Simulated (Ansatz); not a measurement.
The starting structures come from a database of crystals and need not be the phases stable at ambient conditions.

Given:

```yaml
crystal:
  lattice:
    - [5.02194, 0.00000, 0.00000]
    - [-2.51097, 6.59688, -0.00219]
    - [2.51097, 0.95716, 4.24249]
  atoms:
    - { symbol: Ti, position: [0.67717, 0.51576, 0.16141] }
    - { symbol: Ti, position: [0.32283, 0.48424, 0.83859] }
    - { symbol: Ge, position: [0.21324, 0.81986, 0.39338] }
    - { symbol: Ge, position: [0.78676, 0.18014, 0.60662] }
    - { symbol: O, position: [0.11123, 0.66654, 0.78760] }
    - { symbol: O, position: [0.88877, 0.33346, 0.21240] }
    - { symbol: O, position: [0.45414, 0.66654, 0.10116] }
    - { symbol: O, position: [0.54586, 0.33346, 0.89884] }
    - { symbol: O, position: [0.76770, 0.66654, 0.44469] }
    - { symbol: O, position: [0.23230, 0.33346, 0.55531] }
```

Space group of this cell: R-3. The cell was relaxed by PBE-D3(BJ); by PBEsol its mean pressure is -3.5 GPa.

Transport runs along the normal of the first two printed cell vectors, the (101) plane of the conventional cell.

No gap correction and no spin-orbit coupling; mid-gap values are interpolated between computed energies.

**Question.** Predict the band gap and the smallest decay constant κ at mid-gap from PBEsol in Ansatz (a quantum-chemistry and plane-wave program).

**Answer.** Gap 1.20 eV on a 8×8×8 mesh; κ = 0.240 1/Å, at the zone centre.
